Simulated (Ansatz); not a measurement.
## How a calculation on Al2FeS4 (R3m, 7 atoms in the cell) responds to its settings

```
Al2FeS4
1.0
    1.79625     1.03707    12.32131
   -1.79625     1.03707    12.32131
    0.00000    -2.07413    12.32131
Al Fe S
2 1 4
Direct
  0.29818   0.29818   0.29818
  0.53286   0.53286   0.53286
  0.06103   0.06103   0.06103
  0.99665   0.99665   0.99665
  0.17347   0.17347   0.17347
  0.41725   0.41725   0.41725
  0.59334   0.59334   0.59334
```
Moments meant for the start (each program seeds them in its own way; μB, in the order of the atoms Al Al Fe S S S S): 0.0 0.0 4.0 0.0 0.0 0.0 0.0.

Base run A: PBEsol, PAW files made with PBE (Ansatz, an electronic-structure program), self-consistent single point.

Its settings: kpoints.mp_grid.grid = 7 7 7; hamiltonian.xc = pbesol; hamiltonian.pseudopotentials = {kind: paw} (the program's default PAW files); magnetization.spin_polarized = true; scf.occupations.method = gaussian; scf.occupations.width = 0.1 eV.

The starting cell comes from a database of computed structures (which also holds hypothetical and non-ambient phases and stackings), without a prior relaxation at this level. Its lattice was rescaled by a random factor within 2.5 % of one. With one magnetic atom in the cell only a parallel order is possible. Ansatz's pressure includes its estimate of the finite-basis (Pulay) stress.

A dash stands where there is no value to compare (another energy zero or no entropy term, no result, no spin, no clean gap, or a mesh too coarse for one). Total energies depend on the potentials, the functional and any Hubbard or dispersion term, so they are compared only between runs that share all of them.

Runs:
- B: hamiltonian.dispersion: default → d3bj [PBEsol-D3BJ]
- C: hamiltonian.dispersion: default → d3bjatm [PBEsol-D3BJ-ATM]
- D: hamiltonian.dispersion: default → d4 [PBEsol-D4]

```csv
run,pressure (GPa),largest force (eV/Å),size of the net moment (μB/atom),dispersion energy (eV/atom)
A,-2.91,0.350,0.44,–
B,-5.09,0.360,0.44,-0.265
C,-4.81,0.359,0.44,-0.248
D,-4.37,0.362,0.44,-0.189
```

Run C against A: The pressure goes from -2.91 to -4.81 GPa, the largest force moves little (0.350 to 0.359 eV/Å) and the size of the net moment stays at 0.44 μB/atom.

Run D against A: The pressure goes from -2.91 to -4.37 GPa, the largest force goes from 0.350 to 0.362 eV/Å and the size of the net moment stays at 0.44 μB/atom.

Run B against A: The pressure goes from -2.91 to -5.09 GPa, the largest force goes from 0.350 to 0.360 eV/Å and the size of the net moment stays at 0.44 μB/atom.

Keys are those of Ansatz 0.2.
